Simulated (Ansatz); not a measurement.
C on the Al site (broken-bond start) in metastable zinc-blende AlN: one set of geometries, relaxed with PBE, evaluated in Ansatz (PAW, plane waves to 420 eV, 500 eV under r2SCAN) with PBE, r2SCAN.

Cell and caveats: 64-site cell; 2×2×2 shifted k-points; start: the Al site; started 0.95 Å off site, one bond broken; charged states image-corrected; energies good to tenths of an eV; flagged in the runs: a doubtful potential alignment.

```json
[
 {"quantity": "host gap (eV)", "PBE": "3.31", "r2SCAN": "?"},
 {"quantity": "ε(+1/0) above the VBM (eV), not thermodynamic with PBE", "PBE": "3.11", "r2SCAN": "?"},
 {"quantity": "ε(0/−1) above the VBM (eV), not thermodynamic with PBE", "PBE": "2.88", "r2SCAN": "?"},
 {"quantity": "neutral formation energy against fcc Al, graphite (eV)", "PBE": "7.55", "r2SCAN": "?"},
 {"quantity": "largest moment on one atom at charge 0 (μB)", "PBE": "0.24", "r2SCAN": "?"}
]
```

Task: Given the lower rungs, what does r2SCAN give?

Result: 
- host gap (eV), r2SCAN: 3.92
- ε(+1/0) above the VBM (eV), not thermodynamic with PBE, r2SCAN: 3.19
- ε(0/−1) above the VBM (eV), not thermodynamic with PBE, r2SCAN: 3.19
- neutral formation energy against fcc Al, graphite (eV), r2SCAN: 8.36
- largest moment on one atom at charge 0 (μB), r2SCAN: 0.29

Ansatz is a quantum-chemistry and plane-wave program.
